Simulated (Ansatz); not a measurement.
V3Si: pressure 1.8 GPa

Consider V3Si in the A15 (Cr3Si type) structure (space group Pm-3n, No. 223; a = 4.650 Å).

Perturbation: a hydrostatic pressure of 1.8 GPa.

Calculations: PBEsol (Ansatz, a first-principles code, PAW, without spin-orbit coupling). k-mesh 10×10×10 (Γ-centred); smearing 0.05 eV (Fermi–Dirac).

The volume per atom falls by 0.107 Å³, from 12.56 Å³ to 12.46 Å³ and the density increases by 0.05 g/cm³ to 6.03 g/cm³. The lattice parameter a falls by 0.0132 Å, from 4.650 Å to 4.636 Å and the shortest interatomic distance drops by 0.007 Å, from 2.325 Å to 2.318 Å. The enthalpy H = E + PV relative to the base's energy is +0.14 eV/atom and the band gap remains zero.

Cost of the whole job for the changed cell (relaxation, final SCF and bands): roughly 100 core-seconds.

Load acts through the strain it causes; cell and atoms are relaxed under it. No phonon test of stability was made. Seeded moments were not kept for the base. All final runs are without spin polarisation.
